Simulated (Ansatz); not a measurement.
Cells marked so need not be the phases stable at ambient conditions, and some may be hypothetical.

 Where the default PAW files enter, the runs use the earlier of Ansatz's two default sets.

The gap is the functional's own, uncorrected, and κ follows it; spin-orbit coupling is left out. Mid-gap values are interpolated between the computed energies.

A. Na2PdC2 (P-3m1, not sure to be the ambient phase, 5 atoms a cell, 18.6 Å³ an atom, -2 GPa at this level), along the normal of (100)
B. Sr₂H₆Ru (Fm-3m, not sure to be the ambient phase, 9 atoms a cell, 12.2 Å³ an atom, -2 GPa at this level), along the normal of (110)
C. Ba₂NaReO₆ (Fm-3m, not sure to be the ambient phase, 10 atoms a cell, 14.9 Å³ an atom, -7 GPa at this level), along the normal of (110)

Task: Rank these by mid-gap decay constant of the slowest evanescent state (highest first), as PBEsol run with Ansatz (a program for electronic structure) gives it.

Result: B (0.34 1/Å), C (0.31 1/Å), A (0.13 1/Å)
